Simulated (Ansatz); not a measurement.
## CaZrS₃ (model structure, from the cubic perovskite type, Pm-3m, No. 221): smallest direct gap on the k points sampled by level of theory

No measured value is used here.

```
level (code)         value (eV)
-------------------  ----------
LDA (Ansatz)               0.78
PBE (Ansatz)               0.91
PBE+SOC (Ansatz)           0.84
PBEsol (Ansatz)            0.82
PBEsol+SOC (Ansatz)        0.76
HSE06 (Ansatz)             1.71
PBE0 (Ansatz)              2.36
```

Computed values are for a static lattice. Spin–orbit coupling is included only where a level's name says +SOC; with heavier elements it mostly lowers gaps and can invert bands.  Values are at the PBEsol cell. Cutoffs and k meshes differ between the levels. Ansatz's density-functional and Hartree–Fock values are scalar-relativistic unless marked +SOC, with PAW data made under PBE.

A model structure was made by putting elements into a prototype or built by hand; it is no filed structure, need not be a known phase, and can be a saddle point held by its symmetry.

Ansatz is a first-principles code.
